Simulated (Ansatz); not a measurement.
We consider ZrAl3 (I4/mmm, No. 139), described by BLYP in Ansatz (PAW).

Numerical settings: plane-wave cutoff 520 eV, 20×20×20 k mesh, Fermi–Dirac smearing 0.05 eV, scalar-relativistic PAW data made under PBE.

The cell is scaled about its equilibrium volume:

Shape and atoms are relaxed at each volume.

```tsv
V (Å³/atom)	P (GPa)	c (Å)	a (Å)
17.383	3.96	17.319	4.007
17.745	1.87	17.453	4.033
18.107	0.00	17.584	4.059
18.469	-1.69	17.715	4.084
18.831	-3.20	17.846	4.109
```

Note: the bulk modulus comes from volumes at which shape and atoms were relaxed.

Ansatz is a first-principles code.
